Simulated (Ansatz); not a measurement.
The reference is SiC in the wurtzite structure (space group P6_3mc, No. 186; a = 3.076 Å, c = 5.048 Å). Axes: x lies along a and z along c of the hexagonal cell.

Level of theory: Ansatz (a first-principles code) PBEsol, scalar-relativistic without spin-orbit coupling.

Modification: the cell is stretched by 1.20 % along x with no lateral relaxation, atoms relaxed at fixed cell.

Predict the stress tensor and what it implies for the stiffness.

Stress of the strained cell less that of the base (GPa, compression positive):
```
  -5.85    0.00    0.00
   0.00   -1.29    0.00
   0.00    0.00   -0.67
```

Then −Δσ_ii/ε with ε = 0.0120 gives relaxed-ion elastic constants: C11 ≈ 488 GPa, C12 ≈ 108 GPa and C13 ≈ 56 GPa.

Whether these cells are dynamically stable was not tested.
